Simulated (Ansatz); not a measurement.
Band structure of CuI (F-43m, 2 atoms in the cell).

```xyz
2
Lattice="0.0000 2.9630 2.9630 2.9630 0.0000 2.9630 2.9630 2.9630 0.0000" Properties=species:S:1:pos:R:3 pbc="T T T"
Cu     0.0000     0.0000     0.0000
I      1.4815     1.4815     1.4815
```

Computed with revPBE, PAW files made with PBE (plane waves; Ansatz, a first-principles code).

Settings: basis.ecutwfc = 420 eV; kpoints.mp_grid.grid = 10 10 10; hamiltonian.xc = revpbe; hamiltonian.pseudopotentials = {kind: paw} (the program's default PAW files); scf.occupations.method = fermi_dirac; scf.occupations.width = 0.01 eV; kpoints.band_path.npoints = 6.

The starting cell has typed, rounded lattice constants, without a prior relaxation at this level. Its lattice was rescaled by a random factor within 2.5 % of one. Spin-orbit coupling is off.

Problem. Predict the gap along the standard path and the places of the band edges.

Solution. The gap along the path is 1.41 eV, direct at Γ to within 0.01 eV.

Levels in eV from the top of the valence band on the path, bands 15 to 21:
| point | 15 | 16 | 17 | 18 | 19 | 20 | 21 |
|---|---|---|---|---|---|---|---|
| Γ | -2.13 | 0.00 | 0.00 | 0.00 | 1.41 | 4.82 | 4.82 |
| X | -2.06 | -2.03 | -1.73 | -1.73 | 2.64 | 2.90 | 9.76 |
| W | -2.19 | -2.03 | -1.83 | -1.46 | 4.71 | 4.75 | 6.13 |
| K | -2.10 | -1.97 | -1.74 | -1.44 | 3.08 | 4.77 | 7.80 |
| L | -2.09 | -2.04 | -0.82 | -0.82 | 2.26 | 5.39 | 5.39 |
| U | -2.10 | -1.97 | -1.74 | -1.44 | 3.08 | 4.77 | 7.80 |

Keys are those of Ansatz 0.2.
